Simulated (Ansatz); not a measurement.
The reference is HfO₂ in the rutile structure (space group P4_2/mnm, No. 136; a = 4.830 Å, c = 3.210 Å; a cell from a computed database, its experimental status unchecked). Axes: x, y, z lie along a, b, c of the conventional cell.

The change: uniaxial stress, 0.5 GPa compression along x, with the cell and atoms free to relax against it.

Levels (all Ansatz, a program for electronic structure, PAW): PBEsol (420 eV, no spin-orbit coupling); r2SCAN (500 eV, no spin-orbit coupling); HSE06 (420 eV, spin-orbit coupling left out).

One geometry, relaxed with PBEsol, under each level:

| level | band gap | lowest conduction level above the VBM at special points | pressure |
|---|---|---|---|
| PBEsol | 3.90 eV | Γ 3.90 eV; T 4.11 eV; U 4.15 eV; S 4.16 eV | 0.17 GPa |
| r2SCAN | 4.56 eV | Γ 4.56 eV; T 4.75 eV; U 4.79 eV; S 4.78 eV | 1.81 GPa |
| HSE06 | 5.66 eV | Γ 5.66 eV; T 5.88 eV; U 5.92 eV | – |

Single points use the geometry relaxed with PBEsol. Their cutoffs differ, which shifts pressures a little. Spin-orbit coupling, missing from the scalar runs, can matter with Hf. Load acts through the strain it causes; cell and atoms are relaxed under it. Beyond what the load breaks, stability against distortions was not tested. This is not the structure that HfO2 has at room temperature and ambient pressure. k-point labels follow each cell's own Brillouin zone.
